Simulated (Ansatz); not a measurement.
AlN: pressure 50 GPa

Base system: AlN in the wurtzite structure (space group P6_3mc, No. 186; a = 3.130 Å, c = 5.018 Å).

Now apply this change: cell and atoms relaxed at a pressure of 50 GPa.

Calculations: Ansatz (an electronic-structure program), PBE, PAW, cutoff 420 eV, no spin-orbit coupling. Settings: 12×12×7 k-points, 0.05 eV Fermi–Dirac smearing.

```csv
quantity,base,changed,shift
density,3.20 g/cm³,3.84 g/cm³,+0.645 g/cm³
lattice parameter a,3.130 Å,2.968 Å,-0.1628 Å
c/a ratio,1.603,1.566,-0.037
shortest interatomic distance,1.903 Å,1.789 Å,-0.1131 Å
enthalpy H = E + PV relative to the base's energy,–,+3.01 eV/atom,–
band gap,4.03 eV,5.06 eV,+1.03 eV
gap character,direct at Γ,"indirect, Γ → K",–
smallest direct gap,4.03 eV,5.52 eV,+1.49 eV
width of the top valence band,2.34 eV,2.80 eV,+0.46 eV
electron mass,–,"0.37 mₑ along c, 0.58 mₑ across (at K)",–
"valence-band top at Γ (three highest levels, from the VBM)","0.00, -0.20, -0.20 eV","0.00, -0.54, -0.54 eV",–
```

Load acts through the strain it causes; cell and atoms are relaxed under it. Masses are band curvatures over ±0.01 Å⁻¹ around the edge. No phonon test of stability was made. Measured, AlN leaves this structure (for rock salt) near 14 GPa (temperature not stated; as listed in Datta, Sujoy, Jana, Debnarayan, arXiv (2020)), on rising pressure, with hysteresis.
